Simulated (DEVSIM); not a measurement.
Device: abrupt Si p-n junction, at 300 K.

Layer 1 from the left is Si, thickness (μm) 1.70, Na (cm⁻³) 3.8e15, τn (s) 3.8e-6, τp (s) 3.8e-6. Layer 2 from the left is Si, thickness (μm) 0.510, Nd (cm⁻³) 4.2e15, τn (s) 3.8e-6, τp (s) 3.8e-6.

Left contact: ohmic. Right contact: ohmic. Voltage is applied to the left contact. Recombination: SRH at mid-gap, radiative. Mobility is constant in doping.

The device is made up for the run: typed textbook-type constants, with dimensions and the other settings drawn at random. Values at 300 K.

Si: gap (eV) 1.124, affinity (eV) 4.05, permittivity 11.7, Nc (cm⁻³) 2.86e19, Nv (cm⁻³) 3.1e19, μn (cm²/Vs) 1417, μp (cm²/Vs) 470, B (cm³/s) 4.7e-15.

Simulated with DEVSIM: 1D drift-diffusion, Boltzmann statistics, complete ionisation; no tunnelling, impact ionisation, image-force lowering or self-heating.

**Question.** What does the simulation give for the potential step across the device at zero bias, the dark forward voltage at 1 A/cm²?

**Answer.** potential step across the device at zero bias 0.663 V; dark forward voltage at 1 A/cm² 0.512 V.
